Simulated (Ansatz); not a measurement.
The parent structure is InSb in the zinc blende structure (space group F-43m, No. 216; a = 6.556 Å).

Method: Ansatz (a first-principles code) r2SCAN, scalar-relativistic without spin-orbit coupling.

Before the change:

```
Quantity               Value
-------------------  -------
Lattice parameter a  6.556 Å
```

Modification: a hydrostatic pressure of 100 GPa.

Task: What does the calculation give for the lattice parameter a after the change?

Result: The lattice parameter a falls by 1.167 Å to 5.389 Å.

Load acts through the strain it causes; cell and atoms are relaxed under it. Whether these cells are dynamically stable was not tested. Tetrahedral semiconductors of this kind turn to denser phases somewhere between about 1 and 50 GPa; those were not computed, so compressed cells here can lie past the real transition. The final runs are not spin-polarised.
